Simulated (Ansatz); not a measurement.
**WSi (model structure, started from the TiAs type, P6₃/mmc, No. 194, 8 atoms in the cell)**

These are PBE-D3(BJ) (plane waves, PAW; Ansatz, a program for electronic structure) values and carry that method's errors.

Settings: plane-wave cutoff 500 eV, 12×12×4 k mesh (along the axes of the cell as run), Fermi–Dirac smearing 0.05 eV, no spin polarisation, scalar-relativistic PAW data made under PBE.

Cell (relaxed at this level):

```
WSi
1.0
    3.57022     0.00000     0.00000
   -1.78511     3.09190     0.00000
    0.00000     0.00000    11.19913
W Si
4 4
Direct
  0.33333   0.66667   0.11560
  0.66667   0.33333   0.61560
  0.66667   0.33333   0.88440
  0.33333   0.66667   0.38440
  0.00000   0.00000   0.00000
  0.00000   0.00000   0.50000
  0.33333   0.66667   0.75000
  0.66667   0.33333   0.25000
```

| Property | Value |
|---|---|
| band gap | none |

Note: the relaxation could raise the start's symmetry but not lower it, so the cell can be a saddle point.

Spin–orbit coupling is not included.

The computed numbers hold no vibrational or temperature effects.

Computing time: around 2.5 core-minutes (rough).

A model structure was made by putting elements into a prototype or built by hand; it is no filed structure, need not be a known phase, and can be a saddle point held by its symmetry.
